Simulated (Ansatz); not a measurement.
**GaN: pressure series**

Consider GaN in the zinc blende structure (space group F-43m, No. 216; a = 4.549 Å).

Cell and atoms are relaxed at each pressure.

Levels (all Ansatz, a program for electronic structure, PAW, earlier PAW set): PBE (420 eV, no SOC); r2SCAN (500 eV, spin-orbit coupling left out).

The base cell above is that of PBE; each level relaxes its own structures.

| case | band gap, PBE | band gap, r2SCAN |
|---|---|---|
| pressure −2 GPa | 1.47 eV | 2.10 eV |
| pressure −1 GPa | 1.50 eV | 2.13 eV |
| pressure 0.3 GPa | 1.55 eV | 2.18 eV |
| pressure 0.7 GPa | 1.57 eV | 2.19 eV |
| pressure 1.5 GPa | 1.60 eV | 2.22 eV |
| pressure 3 GPa | 1.65 eV | 2.27 eV |
| pressure 5 GPa | 1.72 eV | 2.33 eV |
| pressure 7.5 GPa | 1.80 eV | 2.41 eV |
| pressure 10 GPa | 1.87 eV | 2.48 eV |

PBE lies below r2SCAN in every row, by 0.61 eV to 0.63 eV. They put the cases in the same order.

Load acts through the strain it causes; cell and atoms are relaxed under it. Whether these cells are dynamically stable was not tested. Tetrahedral semiconductors of this kind turn to denser phases somewhere between about 1 and 50 GPa; those were not computed, so compressed cells here can lie past the real transition. This is not the structure that GaN has at room temperature and ambient pressure.
